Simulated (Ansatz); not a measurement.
Input:

```
AlSc2
1.0
    4.85053     0.00000     0.00000
   -2.42526     4.20068     0.00000
    0.00000     0.00000     6.08567
Sc Al
4 2
Direct
  0.00000   0.00000   0.00000
  0.00000   0.00000   0.50000
  0.33333   0.66667   0.75000
  0.66667   0.33333   0.25000
  0.33333   0.66667   0.25000
  0.66667   0.33333   0.75000
```

Method: PBEsol, DFPT electron-phonon coupling, linearised Boltzmann equation (plane waves, PAW, scalar-relativistic; Ansatz, a first-principles code). How the cell was made: relaxed with this functional, without spin-orbit coupling.

Problem. Estimate the phonon-limited resistivity at 300 K, by direction if it differs.

Solution. 125 (x), 125 (y), 44 (z) μΩ·cm.

Problem. How long is the mean free path there?

Solution. 1.80 (x), 1.80 (y), 2.00 (z) nm, weighted by the current that each state carries. Wires not much wider than this gain resistivity from their walls.

A metal at this level (no band gap). Only scattering by harmonic phonons is included (no impurities, grain boundaries, electron-electron scattering or thermal expansion). Spin-orbit coupling is left out. Values near or above 100 μΩ·cm, or paths under about 2 nm, lie near resistivity saturation, where the Boltzmann equation overshoots. Halving the electron mesh (20x20x16) moves the resistivity by up to 3 % at 300 K, the mean free path by up to 2 %. Smearing 0.20 eV; phonons on a 3x3x3 q mesh, which this run doesn't test.

Computed structure with no diffraction record at hand here (it may be known, metastable or hypothetical): Sc2Al (P6_3/mmc).
